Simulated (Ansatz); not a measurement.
Subject: the energy of the reaction as written. Reaction: 1/4 cell B + 3/8 F2 (gas) → cell A. A negative value means that the right-hand side lies lower.

Cell A: a slab of Mo (bcc, Im-3m) cut along (110), 6 atoms, oblique cell of 3.16 × 2.74 Å (7.1 Å²), symmetry Cm within 0.02 Å, 10.3 Å thick under 16 Å of vacuum, in-plane vectors held at the crystal's; planes from bottom to top: Mo × 5 | F, its two faces unlike (dipole correction applied); added, foreign or displaced atoms, above the top plane: F bound to 3 Mo at 2.10–2.30 Å; spin state with PBE: run without spin, k-point mesh 18×21×1.
```
CELL_PARAMETERS angstrom
      3.16109     0.00000     0.00000
      1.58054     2.23523     0.00000
      0.00000     0.00000    26.18131
ATOMIC_POSITIONS crystal
  Mo 0.00030 0.99947 0.30770
  Mo 0.49963 0.00072 0.38914
  Mo 0.99932 0.00135 0.47481
  Mo 0.50376 0.99229 0.56076
  Mo 0.02132 0.95758 0.64328
  F  0.35067 0.29859 0.70030
```

Cell B: a slab of Mo (bcc, Im-3m) cut along (110), 21 atoms, oblique cell of 6.32 × 5.48 Å (28.3 Å²), symmetry Cm within 0.02 Å, 10.3 Å thick under 16 Å of vacuum, in-plane vectors held at the crystal's; planes from bottom to top: Mo4 × 5 | F, its two faces unlike (dipole correction applied); added, foreign or displaced atoms, above the top plane: F bound to 3 Mo at 2.13–2.35 Å; spin state with PBE: run without spin, k-point mesh 9×10×1.
```
CELL_PARAMETERS angstrom
      6.32217     0.00000     0.00000
      3.16109     4.47045     0.00000
      0.00000     0.00000    26.18131
ATOMIC_POSITIONS crystal
  Mo 0.00107 0.99824 0.30882
  Mo 0.50073 0.99816 0.30882
  Mo 0.00031 0.49929 0.30860
  Mo 0.50093 0.49805 0.30841
  Mo 0.75084 0.49837 0.39005
  Mo 0.25070 0.49843 0.39004
  Mo 0.75030 0.99942 0.38998
  Mo 0.25089 0.99823 0.38968
  Mo 0.00070 0.99828 0.47591
  Mo 0.50092 0.99843 0.47591
  Mo 0.00110 0.49782 0.47558
  Mo 0.50007 0.49991 0.47570
  Mo 0.75344 0.49532 0.56199
  Mo 0.25136 0.49531 0.56200
  Mo 0.75271 0.99453 0.56065
  Mo 0.24956 0.00077 0.56189
  Mo 0.00977 0.97987 0.64482
  Mo 0.51030 0.97990 0.64484
  Mo 0.98453 0.53093 0.64520
  Mo 0.50871 0.48250 0.64075
  F  0.15857 0.18322 0.70102
```

Reference: an isolated F2 molecule (singlet) in a box of 11 × 11 × 13 Å.

All numbers come from Ansatz (a program for electronic structure), plane waves with PAW, its default PAW set, cutoff 420 eV, 500 eV for r2SCAN. The structures are at rest with PBE, within the held lattices; other levels are single points on them. Neutral cells; Fermi-Dirac smearing of at most 0.10 eV in the solids, energies taken to zero width. The lattices are those relaxed with PBE, so at other levels the solids can be strained, which adds to the spread. Larger cells are relaxed from a start prepared with the learned potential CHGNet till forces fall under 0.03 eV/Å, which some starts already meet. A dispersion term (D3(BJ), or D4 for r2SCAN) was computed beside these levels and is taken off wherever the name lacks it. The PAW files were made for PBE and serve at the other functionals too. Space groups of crystals are read within 0.01 Å. No zero-point or thermal terms. Cells are local rest points, mostly with their start's symmetry. No Hubbard U is applied. No correction for cell size. The cells' k-point meshes differ in density, so the last digit is unsettled. Cell A has symmetry Cm within 0.02 Å and got no random move, so less symmetric positions, which may lie lower, weren't tried. Cell B has symmetry Cm within 0.02 Å and got no random move, so less symmetric positions, which may lie lower, weren't tried.

What is the computed value (r2SCAN)?

-3.03 eV, for 1/4 cell B + 3/8 F2 (gas) → cell A.

List the value at the remaining levels and say how far they part.


| Level | value (eV) | less r2SCAN |
|---|---|---|
| PBE | -2.71 | 0.32 |

The levels shown span 0.32 eV, from r2SCAN (-3.03) to PBE (-2.71).
